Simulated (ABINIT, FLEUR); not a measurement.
An ABINIT input for a self-consistent single point of Hf (Fm-3m, 1 atom in the cell) (DFT, LDA (PW92), plane waves, PAW (JTH v2.0 LDA PAW)):

```
# Hf, JTH v2.0 LDA PAW
pp_dirpath "./"
pseudos "Hf.LDA_PW-JTH.xml"
acell 3.1395541085 3.1395541085 3.1395541085 Angstrom
rprim
        -0.0000000000    0.7071067812    0.7071067812
         0.7071067812    0.0000000000    0.7071067812
         0.7071067812    0.7071067812   -0.0000000000
natom 1
ntypat 1
znucl 72
typat 1
xcart    0.0000000000    0.0000000000    0.0000000000
ecut 544 eV
pawecutdg 1088 eV
pawxcdev 0
occopt 3
tsmear 0.00183747
nband 11
kptopt 1
ngkpt 13 13 13
nshiftk 1
shiftk 0 0 0
nstep 50
toldfe 1.0e-09
prtwf 0
prtden 0
prtvol 1
enunit 2
```

Task: Write the same calculation as an input for FLEUR.

Result: This is the input that was run; spellings and numerical settings could be chosen otherwise.

Input of the input generator:

```
scf Hf
&input film=f /
-0.0000000000 2.2200000000 2.2200000000
2.2200000000 0.0000000000 2.2200000000
2.2200000000 2.2200000000 -0.0000000000
1.8897261246
1.0 1.0 1.0

1
72 0.0000000000 0.0000000000 0.0000000000

&comp jspins=1 /
&exco xctyp='pz' /
&kpt div1=13 div2=13 div3=13 /
&end /
```

```xml
<?xml version="1.0" encoding="UTF-8" standalone="no"?>
<fleurInput fleurInputVersion="0.39">
   <comment>
      scf Hf                                                                                              
   </comment>
   <calculationSetup>
      <cutoffs Kmax="4.5" Gmax="22.5" GmaxXC="22.5" numbands="0"/>
      <scfLoop itmax="80" minDistance="0.00001" maxIterBroyd="15" imix="Anderson" alpha="0.05" precondParam="0.0" spinf="2.0"/>
      <coreElectrons ctail="T" frcor="F" kcrel="0" coretail_lmax="0"/>
      <xcFunctional name="pz" relativisticCorrections="F"/>
      <magnetism jspins="1"/>
      <soc l_soc="F" theta="0.0" phi="0.0" spav="F"/>
      <expertModes spex="0" secvar="F"/>
      <geometryOptimization l_f="T" forcealpha="1.0" forcemix="BFGS" epsdisp="0.00001" epsforce="0.00001"/>
      <ldaU l_linMix="F" mixParam="0.05" spinf="1.0"/>
   </calculationSetup>
   <cell>
      <bzIntegration valenceElectrons="26.0" mode="hist" fermiSmearingEnergy="0.00183747">
         <kPointListSelection listName="default-1"/>
         <!-- k-points included here -->
         <xi:include xmlns:xi="http://www.w3.org/2001/XInclude" href="kpts.xml"> </xi:include>
      </bzIntegration>
      <!-- symmetry operations included here -->
      <xi:include xmlns:xi="http://www.w3.org/2001/XInclude" href="sym.xml"> </xi:include>
      <bulkLattice scale="1.0">
         <bravaisMatrix>
            <row-1>    0.0000000000000000     4.1951919966120004     4.1951919966120004</row-1>
            <row-2>    4.1951919966120004     0.0000000000000000     4.1951919966120004</row-2>
            <row-3>    4.1951919966120004     4.1951919966120004     0.0000000000000000</row-3>
         </bravaisMatrix>
      </bulkLattice>
   </cell>
   <atomSpecies>
      <species name="Hafnium (Hf)" element="Hf" atomicNumber="72">
         <mtSphere radius="2.66" gridPoints="879" logIncrement="0.015"/>
         <atomicCutoffs lmax="10" lnonsphr="8"/>
         <electronConfig flipSpins="F">
            <coreConfig>(1s1/2) (2s1/2) (2p1/2) (2p3/2) (3s1/2) (3p1/2) (3p3/2) (4s1/2) (3d3/2) (3d5/2) (4p1/2) (4p3/2) (4d3/2) (4d5/2)</coreConfig>
            <valenceConfig>(5s1/2) (5p1/2) (5p3/2) (6s1/2) (4f5/2) (4f7/2) (5d3/2) (5d5/2)</valenceConfig>
            <stateOccupation state="(5d3/2)" spinUp="0.4" spinDown="0.4"/>
            <stateOccupation state="(5d5/2)" spinUp="0.6" spinDown="0.6"/>
         </electronConfig>
         <energyParameters s="6" p="6" d="5" f="4"/>
         <lo type="SCLO" l="0" n="5" eDeriv="0"/>
         <lo type="SCLO" l="1" n="5" eDeriv="0"/>
         <lo type="SCLO" l="2" n="5" eDeriv="2"/>
         <lo type="SCLO" l="3" n="4" eDeriv="2"/>
      </species>
   </atomSpecies>
   <atomGroups>
      <atomGroup species="Hafnium (Hf)">
         <relPos label="                   1">.0000000000 .0000000000 .0000000000</relPos>
         <force calculate="T" relaxXYZ="TTT"/>
      </atomGroup>
   </atomGroups>
   <output dos="F" band="F" slice="F">
      <checks vchk="F" cdinf="F"/>
      <bandDOS minEnergy="-.5*Htr" maxEnergy="0.5*Htr" sigma="0.015" storeEVData="T"/>
      <vacuumDOS vacdos="F" integ="F" star="F" nstars="0" locx1="0.0" locy1="0.0" locx2="0.0" locy2="0.0" nstm="0" tworkf="0.0"/>
      <unfoldingBand unfoldBand="F" supercellX="1" supercellY="1" supercellZ="1"/>
      <plotting iplot="0" polar="F">
         <plot TwoD="T" vec1="  1.0  0.0  0.0" vec2="  0.0  1.0  0.0" vec3="  0.0  0.0  1.0" zero="  0.0  0.0  0.0" file="plot"/>
      </plotting>
      <chargeDensitySlicing numkpt="0" minEigenval="0.0" maxEigenval="0.0" nnne="0" pallst="F"/>
      <specialOutput eonly="F"/>
      <magneticCircularDichroism mcd="F" energyLo="-10.0" energyUp="0.0"/>
   </output>
  <!-- We include the file relax.xml here to enable relaxations (see documentation) -->
  <xi:include xmlns:xi="http://www.w3.org/2001/XInclude" href="relax.xml"> <xi:fallback/> </xi:include>
</fleurInput>
```

Basis, cutoffs, solver keys and any potentials are the target program's own. This input uses DFT, LDA (Perdew-Zunger), all-electron FLAPW (FLEUR), scalar-relativistic valence. LDA parametrisations can differ slightly between programs.

The starting cell comes from a database of published, mostly measured structures (it also holds non-ambient and calculated ones), without a prior relaxation at this level.
